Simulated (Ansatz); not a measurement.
The reference is Ta in the bcc (W type) structure (space group Im-3m, No. 229; a = 3.320 Å; relaxed with 0.1 eV smearing).

Computed with PBE (Ansatz, a quantum-chemistry and plane-wave program; PAW; 420 eV plane waves; no spin-orbit coupling).

For the base:

The pressure is 0.0 GPa.

Now apply this change: every lattice vector is shortened by 1.00 %; the atoms relax in the strained cell.

### Question
What happens to the pressure?

### Answer
The pressure goes from zero to 6.2 GPa.

### Question
How does this affect the energy relative to the base?

### Answer
The energy goes up by 10 meV/atom.

Whether these cells are dynamically stable was not tested. The final runs are not spin-polarised.
